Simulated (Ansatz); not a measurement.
## NbP (I4₁md, No. 109, 4 atoms in the cell; start mp-9339)

Level of theory: r²SCAN-D4 (Ansatz, a program for electronic structure, PAW).

Settings: plane-wave cutoff 500 eV, 16×16×16 k mesh, Fermi–Dirac smearing 0.05 eV, no spin polarisation, scalar-relativistic PAW data made under PBE.

Cell (relaxed at this level):

```cif
data_Nb4P4
_chemical_formula_sum 'Nb4 P4'
_space_group_name_H-M_alt 'I41md'
_space_group_IT_number 109
_space_group_name_Hall 'I 4bw -2'
_cell_length_a 3.33339
_cell_length_b 3.33339
_cell_length_c 11.41556
_cell_angle_alpha 90.000
_cell_angle_beta 90.000
_cell_angle_gamma 90.000
loop_
_atom_site_label
_atom_site_type_symbol
_atom_site_symmetry_multiplicity
_atom_site_Wyckoff_symbol
_atom_site_fract_x
_atom_site_fract_y
_atom_site_fract_z
_atom_site_occupancy
Nb1 Nb 4 a 0.00000 0.00000 0.49990 1
P1 P 4 a 0.00000 0.00000 0.08273 1
```
(The calculation used a cell of 4 atoms; values per cell refer to that cell.)

| Quantity | Result |
|---|---|
| band gap | zero (no gap) |

Note: the relaxation could not lower the start's symmetry, so the cell can be a saddle point above a distorted one.

Spin–orbit coupling is not included.

The result took very roughly 8 core-minutes.

A start named mp-… is a Materials Project structure, which need not be a measured phase.
